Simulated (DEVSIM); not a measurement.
# Schottky contact on n-type GaSb

System: Schottky contact on n-type GaSb, at 300 K.

```tsv
layer (left to right)	material	thickness (μm)	Nd (cm⁻³)	τn (s)	τp (s)
1	GaSb	0.820	3.9e16	8.9e-9	8.9e-9
```

Left contact: Schottky, work function 4.5 eV, emission velocity 2.1e6 cm/s. Right contact: ohmic. Voltage is applied to the left contact. Recombination: SRH at mid-gap, radiative, Auger. Mobility is μmin + (μ − μmin)/(1 + (N/Nref)^α).

This is a model device: material constants are rounded textbook-type values typed into the input, and sizes, dopings and lifetimes were drawn at random. Values at 300 K.

| parameter | GaSb |
|---|---|
| gap (eV) | 0.726 |
| affinity (eV) | 4.06 |
| permittivity | 15.7 |
| Nc (cm⁻³) | 2.1e17 |
| Nv (cm⁻³) | 1.8e19 |
| μn (cm²/Vs) | 5000 |
| μp (cm²/Vs) | 850 |
| μn,min | 1000 |
| μp,min | 190 |
| Nref,n | 2.8e17 |
| Nref,p | 9e17 |
| αn | 1.05 |
| αp | 0.65 |
| B (cm³/s) | 1e-10 |
| Cn (cm⁶/s) | 5e-30 |
| Cp (cm⁶/s) | 5e-30 |

DEVSIM, 1D drift-diffusion, Boltzmann statistics, complete ionisation; no tunnelling, impact ionisation, image-force lowering or self-heating. Metal contacts follow the ideal Schottky-Mott rule: no Fermi-level pinning, no interface dipoles.

- Potential step across the device at zero bias: 0.396 V
- Largest field in the device at zero bias: 58000 V/cm
- Dark forward voltage at 1 A/cm²: 0.152 V
- Dark forward voltage at 100 A/cm²: 0.271 V

Dark forward current:

| V (V) | J (A/cm²) |
|---|---|
| 0.05 | 0.017 |
| 0.10 | 0.13 |
| 0.15 | 0.94 |
| 0.20 | 6.5 |
| 0.25 | 45 |
| 0.30 | 300 |
| 0.35 | 1700 |
| 0.40 | 6900 |
